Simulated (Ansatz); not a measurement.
The parent structure is Ti in the hcp (Mg type) structure (space group P6_3/mmc, No. 194; a = 2.936 Å, c = 4.636 Å). Axes: x lies along a and z along c of the hexagonal cell.

Method: r2SCAN (Ansatz, a program for electronic structure), no spin-orbit coupling.

Now apply this change: a free-standing slab of 6 layers (6 atoms, 1 a layer) is cut normal to the z axis, with 15 Å of vacuum and the in-plane cell held at bulk.

How does this affect the change of the spacing d23 from its bulk value of 2.318 Å?

The change of the spacing d23 from its bulk value of 2.318 Å comes out as +3.3 %.

What happens to the excess energy per area of both faces?

The excess energy per area of both faces (slab less bulk energy over the cell's area: twice a surface energy) is 4.4 J/m² (uncertain by up to 0.1 J/m²).

The excess energy carries the mismatch between the slab's and the bulk's meshes. No phonon test of stability was made. All final runs are without spin polarisation.
